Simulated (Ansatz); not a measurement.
# MoRh (space group Pmma, No. 51; a cell from a computed database, its experimental status unchecked)

Space group Pmma (No. 51); a = 4.3828 Å, b = 2.7231 Å, c = 4.7757 Å, α = 90.00°, β = 90.00°, γ = 90.00°

```tsv
atom	site	symmetry	x	y	z
Mo	2e	mm2	0.7500	0.0000	0.1716
Rh	2f	mm2	0.2500	0.5000	0.3262
```

Calculations: Ansatz (a quantum-chemistry and plane-wave program) PBEsol, no spin-orbit coupling. k-mesh 11×17×10 (Γ-centred); smearing 0.05 eV (Fermi–Dirac).

| Quantity | Value |
|---|---|
| Volume per atom | 14.25 Å³ |
| Density | 11.59 g/cm³ |
| Band gap | zero |
| Total energy | -5618.326 eV/atom (σ→0; compares only within this code and set-up) |

Whether these cells are dynamically stable was not tested. All final runs are without spin polarisation.
